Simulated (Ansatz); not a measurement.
## How a calculation on LiVO₃ (Pnma, 20 atoms in the cell) responds to its settings

```yaml
crystal:
  lattice:
    - [5.05822, 0.00000, 0.00000]
    - [0.00000, 7.13715, 0.00000]
    - [0.00000, 0.00000, 5.04134]
  atoms:
    - { symbol: Li, position: [0.48770, 0.25000, 0.99160] }
    - { symbol: Li, position: [0.98770, 0.25000, 0.50840] }
    - { symbol: Li, position: [0.51230, 0.75000, 0.00840] }
    - { symbol: Li, position: [0.01230, 0.75000, 0.49160] }
    - { symbol: V, position: [0.00000, 0.00000, 0.00000], spin: 2.0 }
    - { symbol: V, position: [0.50000, 0.50000, 0.50000], spin: 2.0 }
    - { symbol: V, position: [0.00000, 0.50000, 0.00000], spin: 2.0 }
    - { symbol: V, position: [0.50000, 0.00000, 0.50000], spin: 2.0 }
    - { symbol: O, position: [0.03130, 0.25000, 0.05860] }
    - { symbol: O, position: [0.53130, 0.25000, 0.44140] }
    - { symbol: O, position: [0.96870, 0.75000, 0.94140] }
    - { symbol: O, position: [0.46870, 0.75000, 0.55860] }
    - { symbol: O, position: [0.28800, 0.53700, 0.21300] }
    - { symbol: O, position: [0.78800, 0.96300, 0.28700] }
    - { symbol: O, position: [0.71200, 0.03700, 0.78700] }
    - { symbol: O, position: [0.21200, 0.46300, 0.71300] }
    - { symbol: O, position: [0.71200, 0.46300, 0.78700] }
    - { symbol: O, position: [0.21200, 0.03700, 0.71300] }
    - { symbol: O, position: [0.28800, 0.96300, 0.21300] }
    - { symbol: O, position: [0.78800, 0.53700, 0.28700] }
```
(The spins are starting values, not results.)

Base run A: Ansatz (a first-principles code) with PBE+U, self-consistent single point.

Its settings: basis.ecutwfc = 30.9 Ry; kpoints.mp_grid.grid = 3 3 3; hamiltonian.xc = pbe; hamiltonian.pseudopotentials = {kind: paw} (the program's default PAW files); hamiltonian.hubbard.sites = [{species: V, l: d, u_eff: 3.25}] eV; magnetization.spin_polarized = true; scf.occupations.method = methfessel_paxton; scf.occupations.width = 0.0037 Ry.

The starting cell was generated: these elements placed on a structure prototype, without a prior relaxation; it need not be a known phase or ordering of this composition. The starting moments vanished: the run ended non-magnetic, which need not be the lowest state. The program warned that a starting moment was not kept. In the base run, with a pressure of about 17 GPa the cell is away from its equilibrium volume at this level. In the base run, forces exceed 1 eV/Å. Ansatz's pressure includes its estimate of the finite-basis (Pulay) stress.

ΔF is the free energy per atom less that of run A. 

These are the values that this program gave, and no reference: magnets with a U can end in a higher state.

Run A gave: pressure (GPa) 16.81; largest force (eV/Å) 1.413; gap on the mesh (eV) 0.765; Hubbard energy (eV/atom) 0.698; iterations 22.

Runs:
- B: scf.mixing.algorithm, scf.mixing.beta_mag = broyden, 0.2
- C: scf.mixing.algorithm, scf.mixing.beta_mag = broyden, 0.5
- D: scf.mixing.algorithm, scf.mixing.beta_mag = broyden, 1
- E: scf.mixing.algorithm, scf.mixing.beta_mag = broyden, 2

### Question
Which runs reach the base run's state, and which is quickest in iterations?

### Answer
Runs B, C, D, E gave the same state as A (within 1 meV/atom and 0.1 μB a site). The fewest iterations to that state were 22 (A); the most were 25.

```
run  ΔF (meV/atom)  pressure (GPa)  largest force (eV/Å)  gap on the mesh (eV)  Hubbard energy (eV/atom)  iterations
---  -------------  --------------  --------------------  --------------------  ------------------------  ----------
A             0.00           16.81                 1.413                 0.765                     0.698          22
B             0.00           16.81                 1.413                 0.765                     0.698          25
C             0.00           16.81                 1.413                 0.765                     0.698          23
D             0.00           16.81                 1.413                 0.765                     0.698          23
E             0.00           16.81                 1.413                 0.765                     0.698          23
```

Keys are those of Ansatz 0.2.
